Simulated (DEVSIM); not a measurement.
System: abrupt Si p-n junction, at 300 K.

| layer (left to right) | material | thickness (μm) | Nd (cm⁻³) | Na (cm⁻³) | τn (s) | τp (s) |
|---|---|---|---|---|---|---|
| 1 | Si | 0.110 | - | 2.4e16 | 0.00011 | 0.00011 |
| 2 | Si | 0.550 | 1.2e17 | - | 0.00011 | 0.00011 |

Left contact: ohmic. Right contact: ohmic. Voltage is applied to the left contact. Recombination: SRH at mid-gap, Auger. Mobility is constant in doping.

Constants are typed, rounded textbook-type inputs, not results; the design itself was drawn at random and stands for no fabricated device. Values at 300 K.

```tsv
parameter	Si
gap (eV)	1.124
affinity (eV)	4.05
permittivity	11.7
Nc (cm⁻³)	2.86e19
Nv (cm⁻³)	3.1e19
μn (cm²/Vs)	1417
μp (cm²/Vs)	470
Cn (cm⁶/s)	2.8e-31
Cp (cm⁶/s)	9.9e-32
```

Model (solved in DEVSIM): 1D drift-diffusion, Boltzmann statistics, complete ionisation; no tunnelling, impact ionisation, image-force lowering or self-heating.

The thickness of layer 1 was swept, all else fixed.

```tsv
thickness of layer 1 (μm)	dark forward voltage at 1 A/cm² (V)	dark forward voltage at 100 A/cm² (V)	largest field in the device at zero bias (V/cm)
0.022	0.422	0.549	130000
0.038	0.430	0.559	120000
0.066	0.444	0.578	94000
0.11	0.469	0.604	76000
0.19	[?]	[?]	68000
0.33	0.530	0.653	68000
0.55	0.547	0.669	68000
```

Some entries are withheld; supply them.


- 0.19, dark forward voltage at 1 A/cm² (V): 0.505
- 0.19, dark forward voltage at 100 A/cm² (V): 0.633
